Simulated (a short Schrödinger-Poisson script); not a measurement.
Symmetric double-gate stack, HfO2 on p-type Si(100)

Stack: symmetric double-gate stack, HfO2 on p-type Si(100), at 300 K.

```tsv
layer	material	thickness (nm)	Na (cm⁻³)
1	HfO2	7.2	-
2	Si	6	1e15
3	HfO2	7.2	-
```

The device is made up for the run: typed textbook-type constants, with dimensions and the other settings drawn at random. HfO2: permittivity 22, conduction-band edge (eV) 1.55, gap (eV) 5.7, electron mass (mₑ) 0.2. Si: permittivity 11.7, conduction-band edge (eV) 0, gap (eV) 1.124, Nv at 300 K (cm⁻³) 3.1e19.

Channel valleys (confinement mass, in-plane density-of-states mass, number): Δ2 0.916, 0.19, 2; Δ4 0.19, 0.417, 4. At the gates, both at one voltage, the conduction-band edge of layer 1 lies 2.06 eV − eVg above the Fermi level of the channel. Gaps are held at their typed values at every temperature. Mesh 0.03 nm at interfaces.

From a short Schrödinger-Poisson script (our own, NumPy): 1D Poisson equation in equilibrium, electrons quantum, Hartree (BenDaniel-Duke, 12 states a valley, the channel's in-plane mass for all, wave functions ending at the dielectric), parabolic valleys, classical holes, full ionisation, no traps, pinning or gate leakage.

```tsv
Vg (V)	electrons (cm⁻²)	C (μF/cm²)	Δ2 E0 (meV)	Δ2 E1 (meV)	Δ4 E0 (meV)	Δ4 E1 (meV)
0.2	3.45e7	< 0.003	321.4	355.6	365.0	529.9
0.25	2.39e8	< 0.003	271.4	305.6	315.0	479.9
0.3	1.65e9	0.0104	221.5	255.7	265.1	430.0
0.35	1.12e10	0.0695	171.9	206.1	215.5	380.3
0.4	7.03e10	0.396	124.4	158.4	168.0	332.7
0.45	3.20e11	1.30	85.1	118.4	128.7	292.7
0.5	8.78e11	2.22	58.8	90.7	102.4	265.0
0.55	1.66e12	2.77	41.9	71.8	85.7	246.2
0.6	2.58e12	3.08	30.1	57.9	74.1	232.5
0.65	3.57e12	3.28	21.2	46.8	65.6	221.7
0.7	4.62e12	3.42	14.0	37.5	58.9	212.8
0.75	5.70e12	3.53	7.9	29.4	53.5	205.1
0.8	6.82e12	3.62	2.6	22.2	48.9	198.5
0.85	7.96e12	3.69	-2.2	15.7	45.0	192.6
0.9	9.12e12	3.76	-6.5	9.7	41.6	187.3
0.95	1.03e13	3.81	-10.6	4.1	38.7	182.5
1	1.15e13	3.86	-14.5	-1.1	36.0	178.1
1.05	1.27e13	3.90	-18.2	-6.0	33.6	174.0
1.1	1.39e13	3.94	-21.8	-10.7	31.4	170.2
1.15	1.52e13	3.97	-25.3	-15.2	29.4	166.7
1.2	1.64e13	4.00	-28.7	-19.5	27.5	163.3
```

Subbands count from the Fermi level. The capacitance is that of both gates.
